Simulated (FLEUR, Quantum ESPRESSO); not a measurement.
A FLEUR input for a self-consistent single point of SiO₂ (P4_2/mnm, 6 atoms in the cell) (DFT, PBEsol, all-electron FLAPW (FLEUR), scalar-relativistic valence):

Input of the input generator:

```
scf SiO2
&input film=f /
8.1123259119 0.0000000000 0.0000000000
0.0000000000 8.1123259119 0.0000000000
0.0000000000 0.0000000000 5.1617264382
1.0
1.0 1.0 1.0

6
14 0.5000000000 0.5000000000 0.5000000000
14 0.0000000000 0.0000000000 0.0000000000
8 0.6931600000 0.6931600000 0.0000000000
8 0.3068400000 0.3068400000 0.0000000000
8 0.8068400000 0.1931600000 0.5000000000
8 0.1931600000 0.8068400000 0.5000000000

&comp jspins=1 /
&exco xctyp='PBEs' /
&kpt div1=8 div2=8 div3=12 gamma=t /
&end /
```

```xml
<?xml version="1.0" encoding="UTF-8" standalone="no"?>
<fleurInput fleurInputVersion="0.39">
   <comment>
      scf SiO2                                                                                            
   </comment>
   <calculationSetup>
      <cutoffs Kmax="4.1" Gmax="12.3" GmaxXC="12.3" numbands="0"/>
      <scfLoop itmax="100" minDistance="0.00001" maxIterBroyd="99" imix="Anderson" alpha="0.05" precondParam="0.0" spinf="2.0"/>
      <coreElectrons ctail="T" frcor="F" kcrel="0" coretail_lmax="0"/>
      <xcFunctional name="PBEs" relativisticCorrections="F"/>
      <magnetism jspins="1"/>
      <soc l_soc="F" theta="0.0" phi="0.0" spav="F"/>
      <expertModes spex="0" secvar="F"/>
      <geometryOptimization l_f="T" forcealpha="1.0" forcemix="BFGS" epsdisp="0.00001" epsforce="0.00001"/>
      <ldaU l_linMix="F" mixParam="0.05" spinf="1.0"/>
   </calculationSetup>
   <cell>
      <bzIntegration valenceElectrons="32.0" mode="hist" fermiSmearingEnergy="0.0001">
         <kPointListSelection listName="default-1"/>
         <!-- k-points included here -->
         <xi:include xmlns:xi="http://www.w3.org/2001/XInclude" href="kpts.xml"> </xi:include>
      </bzIntegration>
      <!-- symmetry operations included here -->
      <xi:include xmlns:xi="http://www.w3.org/2001/XInclude" href="sym.xml"> </xi:include>
      <bulkLattice scale="1.0">
         <bravaisMatrix>
            <row-1>    8.1123259118999993     0.0000000000000000     0.0000000000000000</row-1>
            <row-2>    0.0000000000000000     8.1123259118999993     0.0000000000000000</row-2>
            <row-3>    0.0000000000000000     0.0000000000000000     5.1617264381999997</row-3>
         </bravaisMatrix>
      </bulkLattice>
   </cell>
   <atomSpecies>
      <species name="Silicon (Si)" element="Si" atomicNumber="14">
         <mtSphere radius="1.67" gridPoints="589" logIncrement="0.019"/>
         <atomicCutoffs lmax="6" lnonsphr="4"/>
         <electronConfig flipSpins="F">
            <coreConfig>(1s1/2) (2s1/2) (2p1/2) (2p3/2)</coreConfig>
            <valenceConfig>(3s1/2) (3p1/2) (3p3/2)</valenceConfig>
            <stateOccupation state="(3p1/2)" spinUp="0.3333333333333" spinDown="0.3333333333333"/>
            <stateOccupation state="(3p3/2)" spinUp="0.6666666666667" spinDown="0.6666666666667"/>
         </electronConfig>
         <energyParameters s="3" p="3" d="3" f="4"/>
      </species>
      <species name="Oxygen (O)" element="O" atomicNumber="8">
         <mtSphere radius="1.44" gridPoints="509" logIncrement="0.021"/>
         <atomicCutoffs lmax="6" lnonsphr="4"/>
         <electronConfig flipSpins="F">
            <coreConfig>(1s1/2)</coreConfig>
            <valenceConfig>(2s1/2) (2p1/2) (2p3/2)</valenceConfig>
            <stateOccupation state="(2p1/2)" spinUp="0.6666666666667" spinDown="0.6666666666667"/>
            <stateOccupation state="(2p3/2)" spinUp="1.3333333333333" spinDown="1.3333333333333"/>
         </electronConfig>
         <energyParameters s="2" p="2" d="3" f="4"/>
      </species>
   </atomSpecies>
   <atomGroups>
      <atomGroup species="Silicon (Si)">
         <relPos label="                   1">1.000/2.000 1.000/2.000 1.000/2.000</relPos>
         <relPos label="                   2">.0000000000 .0000000000 .0000000000</relPos>
         <force calculate="T" relaxXYZ="TTT"/>
      </atomGroup>
      <atomGroup species="Oxygen (O)">
         <relPos label="                   3">-.3068400000 -.3068400000 .0000000000</relPos>
         <relPos label="                   4">.3068400000 .3068400000 .0000000000</relPos>
         <relPos label="                   5">-.1931600000 .1931600000 1.000/2.000</relPos>
         <relPos label="                   6">.1931600000 -.1931600000 1.000/2.000</relPos>
         <force calculate="T" relaxXYZ="TTT"/>
      </atomGroup>
   </atomGroups>
   <output dos="F" band="F" slice="F">
      <checks vchk="F" cdinf="F"/>
      <bandDOS minEnergy="-.5*Htr" maxEnergy="0.5*Htr" sigma="0.015" storeEVData="T"/>
      <vacuumDOS vacdos="F" integ="F" star="F" nstars="0" locx1="0.0" locy1="0.0" locx2="0.0" locy2="0.0" nstm="0" tworkf="0.0"/>
      <unfoldingBand unfoldBand="F" supercellX="1" supercellY="1" supercellZ="1"/>
      <plotting iplot="0" polar="F">
         <plot TwoD="T" vec1="  1.0  0.0  0.0" vec2="  0.0  1.0  0.0" vec3="  0.0  0.0  1.0" zero="  0.0  0.0  0.0" file="plot"/>
      </plotting>
      <chargeDensitySlicing numkpt="0" minEigenval="0.0" maxEigenval="0.0" nnne="0" pallst="F"/>
      <specialOutput eonly="F"/>
      <magneticCircularDichroism mcd="F" energyLo="-10.0" energyUp="0.0"/>
   </output>
  <!-- We include the file relax.xml here to enable relaxations (see documentation) -->
  <xi:include xmlns:xi="http://www.w3.org/2001/XInclude" href="relax.xml"> <xi:fallback/> </xi:include>
</fleurInput>
```

Q: Translate this input to Quantum ESPRESSO.

A: One input that does it (others would too):

```fortran
&CONTROL
   calculation = 'scf'
   outdir = './work'
   pseudo_dir = './'
   verbosity = 'high'
   tprnfor = .true.
   tstress = .true.
/
&SYSTEM
   ibrav = 6
   celldm(1) = 8.112325912
   celldm(3) = 0.63628193618
   nat = 6
   ntyp = 2
   ecutwfc = 40
   ecutrho = 200
   occupations = 'fixed'
   nbnd = 20
/
&ELECTRONS
   conv_thr = 1e-8
   mixing_beta = 0.4
/
ATOMIC_SPECIES
Si    28.0850  si_pbesol_v1.uspp.F.UPF
O     15.9990  o_pbesol_v1.2.uspp.F.UPF
ATOMIC_POSITIONS {bohr}
Si    4.056162956    4.056162956    2.580863219
Si    0.000000000    0.000000000    0.000000000
O     5.623139829    5.623139829    0.000000000
O     2.489186083    2.489186083    0.000000000
O     6.545349039    1.566976873    2.580863219
O     1.566976873    6.545349039    2.580863219
K_POINTS {automatic}
8 8 12  0 0 0
```

Basis settings and potentials, where a program has them, do not carry over. This input uses DFT, PBEsol, plane waves, GBRV 1.5 ultrasoft (PBESOL) pseudopotentials.

The starting cell comes from a database of computed structures (which also holds hypothetical and non-ambient phases and stackings), without a prior relaxation at this level. Its lattice was rescaled by a random factor within 2.5 % of one.
